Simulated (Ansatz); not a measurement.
## CdTe (Fm-3m, No. 225, 2 atoms in the cell; start mp-2388; high-pressure phase)

Level of theory: r²SCAN (Ansatz, a quantum-chemistry and plane-wave program, plane waves, PAW).

Settings: plane-wave cutoff 500 eV, 12×12×12 k mesh, Fermi–Dirac smearing 0.05 eV, scalar-relativistic PAW data made under PBE.

Cell (relaxed at this level):

```yaml
crystal:
  lattice:
    - [0.00000, 3.04174, 3.04174]
    - [3.04174, 0.00000, 3.04174]
    - [3.04174, 3.04174, 0.00000]
  atoms:
    - { symbol: Cd, position: [0.00000, 0.00000, 0.00000] }
    - { symbol: Te, position: [0.50000, 0.50000, 0.50000] }
```

```
Property  Result
--------  ------
band gap    none
```

Note: the relaxation could not lower the start's symmetry, so the cell can be a saddle point above a distorted one.

Spin–orbit coupling is not included.

The computed numbers hold no vibrational or temperature effects.

A start named mp-… is a Materials Project structure, which need not be a measured phase.
